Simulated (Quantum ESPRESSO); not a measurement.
Quantum ESPRESSO 7.5, DFT, PBE, plane waves, SSSP 1.1.2 efficiency PBE: fcc Cu, atoms displaced (Cu32), 32 atoms. Basis and mesh were picked for this test and aren't claimed converged.

```fortran
&CONTROL
  calculation = 'scf'
  pseudo_dir = './pseudo'
  outdir = './out'
  tprnfor = .true.
  tstress = .false.
/
&SYSTEM
  ibrav = 0
  nat = 32
  ntyp = 1
  ecutwfc = 45
  ecutrho = 360
  occupations = 'smearing'
  smearing = 'mv'
  degauss = 0.02
/
&ELECTRONS
  conv_thr = 3.2e-08
/
ATOMIC_SPECIES
Cu 63.5460 Cu_pbe_v1.2.uspp.F.UPF
CELL_PARAMETERS angstrom
  7.230000000000   0.000000000000   0.000000000000
  0.000000000000   7.230000000000   0.000000000000
  0.000000000000   0.000000000000   7.230000000000
ATOMIC_POSITIONS crystal
Cu   0.005237000000   0.995477000000   0.991163000000
Cu   0.001457000000   0.250266000000   0.243282000000
Cu   0.250319000000   0.999349000000   0.249833000000
Cu   0.251435000000   0.255471000000   0.999714000000
Cu   0.995595000000   0.005525000000   0.497196000000
Cu   0.994205000000   0.247658000000   0.751582000000
Cu   0.248430000000   0.006953000000   0.747666000000
Cu   0.244802000000   0.248602000000   0.509118000000
Cu   0.997198000000   0.503709000000   0.003258000000
Cu   0.003110000000   0.749704000000   0.249543000000
Cu   0.253130000000   0.492407000000   0.253692000000
Cu   0.250733000000   0.747652000000   0.006161000000
Cu   0.999400000000   0.496734000000   0.503702000000
Cu   0.995448000000   0.746856000000   0.745309000000
Cu   0.254000000000   0.496793000000   0.747723000000
Cu   0.249517000000   0.748136000000   0.503049000000
Cu   0.495356000000   0.001345000000   0.991397000000
Cu   0.505279000000   0.251962000000   0.247173000000
Cu   0.743935000000   0.991137000000   0.249731000000
Cu   0.749844000000   0.248589000000   0.000244000000
Cu   0.499127000000   0.002898000000   0.504818000000
Cu   0.496612000000   0.242142000000   0.748074000000
Cu   0.752562000000   0.000087000000   0.749326000000
Cu   0.750741000000   0.257773000000   0.494199000000
Cu   0.502857000000   0.497302000000   0.004198000000
Cu   0.505098000000   0.752797000000   0.253838000000
Cu   0.748729000000   0.502147000000   0.252389000000
Cu   0.738031000000   0.752953000000   0.998692000000
Cu   0.505731000000   0.499838000000   0.494501000000
Cu   0.494453000000   0.747850000000   0.755288000000
Cu   0.743437000000   0.497826000000   0.753012000000
Cu   0.756729000000   0.743049000000   0.500850000000
K_POINTS automatic
1 1 1 0 0 0
```

```bash
OMP_NUM_THREADS=1 mpirun -np 96 pw.x -nk 1 -in pw.in
```

The program reports k-points computed: 1, bands: 365, electrons: 608, G-vectors of the density: 294491, FFT grid: 90×90×90.

Machine: one whole node, AMD EPYC (Zen 5), 96 cores on 1 socket, no SMT, 12 L3 cache groups.

On 96 ranks this takes 18 s. Times are wall-clock medians of two to five runs, from launch to exit, with nothing else on the machine. Processes are pinned to neighbouring cores unless said otherwise. The times hold for this build (conda-forge: Open MPI 5.0, OpenMP, OpenBLAS 0.3.34 (pthreads), FFTW, ScaLAPACK, ELPA). Scratch files lie in a memory file system.

Q: Make this run faster without changing its result beyond 1.0 meV/atom in energy, 10 meV/Å in forces (largest component). Keep to 96 cores.

A: One answer among several that fit: going from k_points = 1×1×1 to k_points = gamma, the fastest of the measured ones that keep the result.

```diff
-K_POINTS automatic
-1 1 1 0 0 0
+K_POINTS gamma
```

Time: 18 s to 9.7 s (1.9× as fast). These two results differ by: energy equal as printed, forces (largest component) 1.1 meV/Å. Others tried: k_points = gamma, diagonalization = paro (17 s); k_points = 1×1×1, diagonalization = paro (34 s). 2 planned settings were not run, for want of time.
